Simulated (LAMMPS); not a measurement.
MD of SiO2 (quartz) at zero pressure, 1080 atoms, as a crystal; each row is its own run.

Method: classical MD, pair style vashishta, file SiO.1990.vashishta, run in LAMMPS.

```
T (K)  enthalpy (eV/atom)
-----  ------------------
200               -9.1283
300               -9.1022
1080              -8.8935
1800              -8.6892
2160              -8.5839
```

Fit a straight line, y = a + b x, to these rows (x is the first column, y the second) and predict the run at x = 1440.

Least squares gives a = -9.1864 and b = 0.0002771. At x = 1440 the fit predicts -8.7874 eV/atom. The run itself gave -8.7944 ± 0.0005 eV/atom, so the fit is 7 meV/atom high.

Caution (rows 1080; 1440; 1800; 2160): in nature this polymorph isn't the stable one over the whole range of temperature at this pressure, and short runs keep a crystal in its starting form.

Caution (rows 1080; 1440; 1800; 2160): a run this short can hold a crystal over, or a liquid under, the potential's own melting point, which these runs don't give.
